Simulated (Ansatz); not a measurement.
Start from GaN in the zinc blende structure (space group F-43m, No. 216).

Space group F-43m (No. 216); a = 4.4981 Å, b = 4.4981 Å, c = 4.4981 Å, α = 90.00°, β = 90.00°, γ = 90.00°

```
atom  site  symmetry       x       y       z
----  ----  --------  ------  ------  ------
Ga      4a      -43m  0.0000  0.0000  0.0000
N       4d      -43m  0.7500  0.7500  0.7500
```
(The calculation used a cell of 2 atoms; values per cell refer to that cell.)

Method: PBEsol (Ansatz, a quantum-chemistry and plane-wave program, PAW, scalar-relativistic without spin-orbit coupling).

For the base:

```
Property            Result
-------------  -----------
Gap character  direct at Γ
Band gap           1.70 eV
Pressure          0.00 GPa
```

The change: every lattice vector is stretched by 0.50 %, atoms relaxed at fixed cell.

Problem. What does the calculation give for the gap character, band gap, energy relative to the base and pressure after the change?

Solution. The gap character remains direct at Γ; the band gap drops by 0.095 eV (1.70 eV → 1.61 eV); the energy grows by 1.5 meV/atom; the pressure goes from zero to -2.72 GPa.

The cells carry an imposed strain or load. No phonon test of stability was made. This is not the structure that GaN has at room temperature and ambient pressure.
